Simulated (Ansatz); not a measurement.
Consider Nb in the bcc (W type) structure (space group Im-3m, No. 229; a = 3.273 Å; relaxed with 0.1 eV smearing). Axes: x, y, z lie along the cube axes.

Level of theory: PBEsol (Ansatz, a program for electronic structure), no SOC.

Base values:

| Item | Result |
|---|---|
| Shortest interatomic distance | 2.834 Å |
| Pressure | 0.0 GPa |

It is then changed as follows: the cell is stretched by 2.50 % along z with no lateral relaxation, atoms relaxed at fixed cell.

### Question
Estimate the effect on the energy relative to the base, shortest interatomic distance and pressure.

### Answer
The energy grows by 8.6 meV/atom; the shortest interatomic distance increases by 0.024 Å (2.834 Å → 2.858 Å); the pressure (mean of the normal stresses, compression positive) goes from zero to -4.2 GPa.

The cells carry an imposed strain or load. Whether these cells are dynamically stable was not tested. The final runs are not spin-polarised.
